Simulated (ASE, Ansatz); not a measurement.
A thermal frame of ZrO2 (fluorite type), a model cell with Sc and charge-balancing vacancies on random sites, cell Zr26Sc6O61, with the crystal as the starting point [in the CHGNet run: it stayed crystalline; mean temperature 1213 K (target 1200 K); density 5.20 g/cm³, volume +10 % from the start crystal's; mean pressure 0.9 GPa against a target of 0], from MD with the machine-learned potential CHGNet 0.3.0 in ASE at 1200 K. All values below come from PBE (plane waves, PAW; Ansatz, an electronic-structure program).

```yaml
plane_wave_cutoff: 420 eV
k-points: Γ only
Fermi-Dirac width: 0.103 eV
spin: not polarised; no spin-orbit coupling
```

A check of the k-sampling: on the last frame of the same run a denser mesh moved the PBE forces by 0.019 eV/Å rms, the static pressure by -0.04 GPa and the free energy by -3 meV/atom.

```xyz
93
Lattice="10.4953 0.0000 0.0000 0.0000 10.4953 0.0000 0.0000 0.0000 10.4953" Properties=species:S:1:pos:R:3 pbc="T T T"
Zr    -0.3815    -0.5698    -0.4313
O      1.3339     3.6480     3.6742
O      1.2724     1.1513     3.9308
Zr     0.0337     2.2061     2.5114
O      1.7415     1.8069     1.6119
Zr     2.4020    -0.1433     2.3695
O      3.7588     3.6522     1.0157
Zr     2.3368     2.7695    -0.2440
O      3.9576     1.0386     3.4982
O      4.0232     3.8128     3.6053
Sc     0.1382    -0.2022     5.2099
O      1.0927     3.8290     8.6840
O      1.3074     1.1382     9.5283
Zr    -0.1855     2.6250     7.5779
O      0.9590     0.9579     6.7603
O      3.6824     3.8149     6.0196
Zr     2.3610    -0.0085     7.8859
O      6.5754     3.2224     6.7565
O      3.6195     1.2247     6.5522
Zr     2.8083     2.3859     4.7292
O      3.5761     1.0293     9.4358
O      3.6952     3.5722     8.6816
Zr    -0.3357     5.0497    -0.5867
O      1.5214     9.0249     3.8828
O      1.3118     6.1660     3.3615
Zr     0.0479     7.8842     2.4654
O      0.6118     6.9371     0.5882
O      0.6654     9.7802     1.4745
Zr     2.5473     4.8616     2.2775
O      3.2773     9.2056     0.9033
O      3.3229     6.5401     1.2836
Zr     2.5221     7.5757    -0.3474
O      3.8733     6.3966     4.1514
O      4.0218     8.8255     3.3392
Zr     0.0055     4.9618     4.4808
O      1.0673     8.9909     9.1375
O      1.1336     6.3320     8.8281
Zr    -0.0625     7.4490     7.4374
O      1.6052     5.9952     6.1978
O      1.7346     8.4006     6.6148
Zr     2.7492     5.3099     7.8025
O      4.0625     9.1523     5.9474
O      4.6030     6.2219     6.9321
Zr     2.6299     7.7886     4.9124
O      3.8747     6.2869     9.3405
O      3.6933     8.9279     8.5493
Zr     5.2034    -0.2286    -0.2845
O      6.6716     3.6644     3.8986
O      6.5906     1.1384     3.6357
Sc     5.5105     2.6208     2.4837
O      5.9606     1.0127     0.9494
O      6.7376     3.5432     1.1966
Sc     8.0282    -0.4223     2.7799
O     11.3282     3.9622     1.0390
O      8.9318     1.3856     1.0360
Zr     7.5469     2.3303    -0.2584
O      9.2274     0.9438     3.8553
O      9.2403     3.8223     3.2688
Zr     5.3898    -0.5691     4.6813
O      6.3330     3.6131     9.0380
O      6.2583     0.9922     8.8811
Zr     4.9972     2.1466     7.7062
O      5.9732     0.8039     6.1901
O      7.1809     5.9151     5.9398
Zr     7.9225    -0.3915     7.5880
O      9.8363     3.4715     5.9465
O      8.7229     1.3515     6.6281
Zr     7.4599     2.1130     5.1383
O      8.9311     0.6814     8.9829
O      8.8991     3.2641     9.1030
Sc     5.3412     4.9738    -0.3425
O      6.9335     8.9043     3.8094
O      6.2191     6.2948     3.3921
Sc     4.9734     7.4049     2.2142
O      6.2368     6.1454     0.8482
O      6.0373     8.8168     0.9511
Zr     7.6055     5.0264     2.4045
O      8.8302     8.6277     1.0397
O      8.5074     5.7763     0.5256
Zr     7.5894     7.6289    -0.1315
O      9.0781     6.6210     3.3330
O      9.5877     9.0182     3.8674
Zr     5.1562     5.0537     5.0413
O      6.4955     9.1398     8.9880
O      6.6139     6.1990     8.9495
Zr     5.2231     8.0525     7.5195
O      6.5296     8.7125     6.2495
Zr     7.6700     4.8969     7.6811
O      9.2769     9.3397     6.4956
O      9.7012     6.6421     5.9088
Sc     8.1246     7.5724     5.0506
O      9.3238     5.7312     8.2280
O      8.9978     8.3209     8.7554
```

Task: Give the forces on all atoms (eV/Å), the static pressure (no kinetic part), the Kohn-Sham gap at the supercell's Γ point.

Result: 
```
atom              Fx Fy Fz
----  --------------------
Zr1      0.359 0.547 1.508
O2      0.773 -0.273 0.851
O3      0.118 -0.344 0.812
Zr4    -2.115 -0.809 0.627
O5     1.648 -1.418 -0.792
Zr6     1.491 -0.806 0.661
O7      0.102 0.426 -0.330
Zr8   -0.204 -1.819 -1.400
O9      -0.792 0.949 0.700
O10   -0.321 -0.411 -1.105
Sc11   -1.302 0.252 -1.911
O12     0.093 -0.163 0.048
O13   -2.392 -0.350 -1.057
Zr14   -0.690 -3.859 0.631
O15    -0.530 0.726 -0.007
O16     -0.217 0.285 0.478
Zr17    0.735 -0.083 1.849
O18     0.309 0.808 -2.138
O19     -2.196 0.066 0.128
Zr20   2.107 -0.906 -0.221
O21     1.878 0.015 -0.885
O22     -0.659 0.623 0.426
Zr23     1.698 2.044 2.278
O24    -0.687 0.361 -1.215
O25    -1.037 1.403 -0.028
Zr26  -0.143 -0.454 -0.286
O27      0.258 0.091 0.979
O28   -0.769 -0.352 -0.102
Zr29     0.880 0.195 0.287
O30    -0.144 0.509 -1.226
O31    -0.371 -1.186 1.199
Zr32    -0.946 1.172 0.796
O33     0.285 -1.445 0.186
O34      0.200 0.935 0.837
Zr35    -1.347 2.261 0.817
O36     0.505 0.487 -0.646
O37    1.709 -0.089 -0.156
Zr38     2.324 1.301 1.020
O39    0.701 -1.333 -0.236
O40     -1.861 1.934 0.755
Zr41   0.788 -0.834 -1.395
O42    -0.482 -1.622 0.468
O43   -0.843 -0.539 -1.416
Zr44    1.675 -0.622 0.968
O45   -1.228 -0.051 -0.611
O46      0.303 0.074 0.968
Zr47   -1.278 -1.015 0.215
O48     -0.596 1.008 0.217
O49   -0.176 -1.127 -0.525
Sc50   -1.215 -2.162 0.434
O51      0.284 1.894 0.950
O52      0.486 0.649 0.286
Sc53    1.327 1.375 -0.675
O54     0.424 1.007 -1.060
O55      1.011 0.673 0.800
Zr56  -1.564 -3.404 -0.199
O57     -0.089 1.174 0.204
O58     0.340 0.650 -0.702
Zr59   -0.342 0.525 -0.761
O60      0.338 0.381 0.989
O61     0.647 1.444 -0.442
Zr62     0.818 0.968 0.326
O63     1.896 0.289 -0.717
O64    -0.402 -1.067 0.617
Zr65    -2.002 1.321 0.419
O66     0.454 2.079 -0.475
O67    -0.657 0.170 -0.286
Zr68    0.841 -0.797 1.070
O69     0.581 -0.914 0.912
O70     1.864 1.974 -0.848
Sc71  -0.820 -0.446 -0.962
O72    -0.651 -0.037 0.004
O73     1.209 -1.797 0.151
Sc74    0.478 0.720 -0.004
O75     -0.485 1.167 2.192
O76     0.622 -1.465 0.133
Zr77    -0.302 2.649 0.412
O78      1.122 1.345 0.844
O79    2.333 -1.249 -0.231
Zr80  -2.891 -0.593 -0.267
O81   -0.213 -2.019 -0.269
O82   -1.184 -0.349 -0.387
Zr83    0.019 1.257 -0.037
O84    0.157 -1.916 -0.805
O85     0.893 0.443 -2.038
Zr86   -1.074 -1.197 0.736
O87     1.714 0.205 -0.038
Zr88  -4.502 -0.171 -0.002
O89    1.858 -1.936 -1.427
O90   -0.561 -0.833 -2.268
Sc91   -0.622 0.478 -1.131
O92      0.721 0.121 0.151
O93     -0.471 0.834 1.382
```
static pressure (no kinetic part): -4.21 GPa
Kohn-Sham gap at the supercell's Γ point: 2.75 eV
